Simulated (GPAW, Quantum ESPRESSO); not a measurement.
A GPAW input for a self-consistent single point of Bi2Pd (I4/mmm, 3 atoms in the cell) (DFT LDA (Perdew-Wang 92), plane waves, GPAW PAW datasets LDA (gpaw-data 1.0.1)):

```python
from ase import Atoms
from ase.units import GPa
from gpaw import GPAW, PW, FermiDirac

atoms = Atoms(['Bi', 'Bi', 'Pd'],
              cell=[[-1.693340, 1.693340, 6.623470],
                    [1.693340, -1.693340, 6.623470],
                    [1.693340, 1.693340, -6.623470]],
              positions=[[0.000000, -0.000000, 8.376305],
                         [-0.000000, 0.000000, 4.870635],
                         [0.000000, 0.000000, 0.000000]],
              pbc=True)

calc = GPAW(mode=PW(550),
            xc='LDA',
            kpts=(9, 9, 9),
            occupations=FermiDirac(0.1),
            nbands=-7,
            convergence={'forces': 0.001},
            symmetry={'symmorphic': False, 'tolerance': 0.0005},
            maxiter=120)

atoms.calc = calc

energy = atoms.get_potential_energy()
print('Energy (eV):', round(energy, 6))
forces = atoms.get_forces()
print('Forces (eV/Ang):')
print(forces.round(5))
stress = atoms.get_stress()
print('Stress (GPa, Voigt):', (stress / GPa).round(4))
```

**Question.** Translate this input to Quantum ESPRESSO.

**Answer.** This is the input that was run; spellings and numerical settings could be chosen otherwise.

```fortran
&control
    calculation = 'scf'
    prefix = 'bi2pd'
    outdir = './tmp'
    pseudo_dir = './'
    tprnfor = .true.
    tstress = .true.
/
&system
    ibrav = 7
    A = 3.386680000
    C = 13.246940000
    nat = 3
    ntyp = 2
    ecutwfc = 50
    ecutrho = 600
    occupations = 'smearing'
    smearing = 'fd'
    degauss = 0.0073499
/
&electrons
    conv_thr = 1.0d-10
/
ATOMIC_SPECIES
Bi   208.9804  Bi.pz-dn-kjpaw_psl.1.0.0.UPF
Pd   106.4200  Pd.pz-n-kjpaw_psl.1.0.0.UPF
ATOMIC_POSITIONS crystal
Bi    0.000000000    0.632320000    0.632320000
Bi    0.000000000    0.367680000    0.367680000
Pd    0.000000000    0.000000000    0.000000000
K_POINTS automatic
9 9 9  0 0 0
```

Basis settings and potentials, where a program has them, do not carry over. This input uses DFT, LDA (PZ), plane waves, PSlibrary PAW (LDA) pseudopotentials. LDA parametrisations can differ slightly between programs.

The starting cell comes from a database of computed structures (which also holds hypothetical and non-ambient phases and stackings), without a prior relaxation at this level.
